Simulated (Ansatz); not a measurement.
## Response to strain in TiN

The parent structure is TiN in the rock salt structure (space group Fm-3m, No. 225; a = 4.233 Å; relaxed with 0.1 eV smearing). Axes: x, y, z lie along the cube axes.

Strains are applied to the cell and any free atomic positions relax.

Calculations: r2SCAN (Ansatz, a quantum-chemistry and plane-wave program), scalar-relativistic without spin-orbit coupling.

Candidates:
(a) uniaxial strain ε_xx = +2.88 %
(b) isotropic strain −0.89 %
(c) tensor shear ε_xz = +1.63 %

Notes on the quantities. energy relative to the base: free energy F.

Problem. Order them by energy relative to the base, highest first.

Solution. (a) uniaxial strain ε_xx = +2.88 % (+13 meV/atom), (b) isotropic strain −0.89 % (+6.4 meV/atom), (c) tensor shear ε_xz = +1.63 % (+5.7 meV/atom)

Whether these cells are dynamically stable was not tested. The final runs are not spin-polarised. An odd electron count without spin: TiN.
